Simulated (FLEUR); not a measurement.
Worked example: self-consistent single point of CuGaSe₂ (I-42d, 8 atoms in the cell) in FLEUR.

Level of theory: PBE, all-electron FLAPW (FLEUR), scalar-relativistic valence in FLEUR.

The change in words: lattice scaled by 0.98. Reference geometry:
```
CELL_PARAMETERS angstrom
     -2.82940     2.82940     5.55794
      2.82940    -2.82940     5.55794
      2.82940     2.82940    -5.55794
ATOMIC_POSITIONS crystal
  Ga 0.50000 0.50000 0.00000
  Ga 0.25000 0.75000 0.50000
  Cu 0.00000 0.00000 0.00000
  Cu 0.75000 0.25000 0.50000
  Se 0.87500 0.87500 0.50000
  Se 0.12500 0.62500 0.00000
  Se 0.37500 0.37500 0.50000
  Se 0.62500 0.12500 0.00000
```

Reference input (self-consistent single point, DFT, PBE, all-electron FLAPW (FLEUR), scalar-relativistic valence): Kmax = 3.8 1/bohr; GmaxXC = 15.2 1/bohr; xcFunctional = pbe; jspins = 1; l_soc = F; mode = hist; fermiSmearingEnergy = 0.00183747 Htr; mesh (inpgen div1-3) = 3 3 3; inpgen gamma flag = false; Gmax = 15.2 1/bohr; numbands = 0; maxIterBroyd = 40. This run's input differs from it in these lines:

```diff
@@ -3,5 +3,5 @@
 &input film=f /
--5.3467986559 5.3467986559 10.5029787479
-5.3467986559 -5.3467986559 10.5029787479
-5.3467986559 5.3467986559 -10.5029787479
+-5.2398628340 5.2398628340 10.2929186816
+5.2398628340 -5.2398628340 10.2929186816
+5.2398628340 5.2398628340 -10.2929186816
 1.0
@@ -49,5 +49,5 @@
          <bravaisMatrix>
-            <row-1>   -5.3467986558999998     5.3467986558999998    10.5029787479000003</row-1>
-            <row-2>    5.3467986558999998    -5.3467986558999998    10.5029787479000003</row-2>
-            <row-3>    5.3467986558999998     5.3467986558999998   -10.5029787479000003</row-3>
+            <row-1>   -5.2398628340000002     5.2398628340000002    10.2929186815999998</row-1>
+            <row-2>    5.2398628340000002    -5.2398628340000002    10.2929186815999998</row-2>
+            <row-3>    5.2398628340000002     5.2398628340000002   -10.2929186815999998</row-3>
          </bravaisMatrix>
```

The program printed (abridged):

```
 Iteration:     1   Distance:      12.89386526 me/bohr^3
 Iteration:     2   Distance:       8.51928517 me/bohr^3
 Iteration:     3   Distance:       5.20194599 me/bohr^3
 Iteration:     4   Distance:       5.74932285 me/bohr^3
 Iteration:     5   Distance:       2.99175606 me/bohr^3
   [... 10 lines left out ...]
 Iteration:    16   Distance:       0.00020010 me/bohr^3
 Iteration:    17   Distance:       0.00007384 me/bohr^3
 Iteration:    18   Distance:       0.00001020 me/bohr^3
 Iteration:    19   Distance:       0.00000988 me/bohr^3
 Reset of history
 Run finished successfully
 Stop message:
   Structural relaxation: new displacements generated

[file out, last iteration]
             iter=     20
[...]
          total density-effective poten   -2.7037033985E+04
          total charge density-energy d   -6.3914578256E+02
 Updated energy parameters for spin:           1
[...]
 fermi energy and band-weighting factors:
   [... 8 lines left out ...]

[...]
FERMIE:
          first approx. to ef    (T=0)  :   0.232023 htr   (energy of the highest occ. eigenvalue)
          number of occ. states  (T=0)  :        336
          first approx. to seigv (T=0)  : -65.200270 htr
          sum of weights of occ. states :  56.000000
          sum of semicore charge        :   0.000000 e
FERHIS:  Fermi-Energy by histogram:
          bandgap                     :   0.014167 htr
   [... lines left out ...]
          charge neutrality (T=0)     :   0.000000    (zero if the highest occ. eigenvalue is "entirely" occupied)
     EF_NEWTON:  Adjust Fermi-Energy by Newton-Method.
 Direct bandgap for spin            1 :    1.4166849633429651E-002  Htr
 ---->    free energy=                    -16919.3569739548 htr
   [... lines left out ...]
 TOTAL FORCE FOR ATOM TYPE=  1  X=  0.000   Y=  0.000   Z= 10.293
                       FX_TOT= 0.000000 FY_TOT= 0.000000 FZ_TOT= 0.000000
 TOTAL FORCE FOR ATOM TYPE=  2  X=  0.000   Y=  0.000   Z=  0.000
                       FX_TOT= 0.000000 FY_TOT= 0.000000 FZ_TOT= 0.000000
 TOTAL FORCE FOR ATOM TYPE=  3  X=  2.620   Y=  2.620   Z= -7.720
                       FX_TOT= 0.008071 FY_TOT= 0.000000 FZ_TOT= 0.000000
```

The run converged in 19 iterations. FLEUR gives forces in its relaxation mode, with a further iteration, so its stop message speaks of a relaxation. Against the reference run the free energy goes up by 34.7 meV/atom, the largest force goes from 0.301 to 0.415 eV/Å and the gap on the mesh goes from 0.114 to 0.385 eV.

The starting cell has typed, rounded lattice constants, without a prior relaxation at this level. Its lattice was rescaled by a random factor within 2.5 % of one. For this run, on top of that: lattice scaled by 0.98. Values depend on the basis (sphere radii, cutoffs, local orbitals), which need not be converged.

Cost on one core of a shared machine: roughly 6 min.
